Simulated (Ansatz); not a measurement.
For Li3Al2 (R-3m, No. 166; structure not from a measured cell), LDA (Ansatz, an electronic-structure program, PAW) gives:

```
Quantity                Value
-------------------  --------
lattice parameter a   4.371 Å
lattice parameter c  13.787 Å
```

Question: What does r²SCAN (Ansatz, PAW) give for the same quantities?

Answer: 
- lattice constant a: 4.451 Å (grows by 1.8 %)
- lattice parameter c: 14.151 Å (goes up by 2.6 %)

Changes are worked out from the printed values.

Unless a cell is named, each level is at its own relaxed cell (LDA 15.21, r²SCAN 16.18 Å³/atom).

Caveats: the relaxation could not lower the start's symmetry, so the cell can be a saddle point above a distorted one (LDA, r²SCAN). Ansatz's density-functional and Hartree–Fock values are scalar-relativistic unless marked +SOC, with PAW data made under PBE.
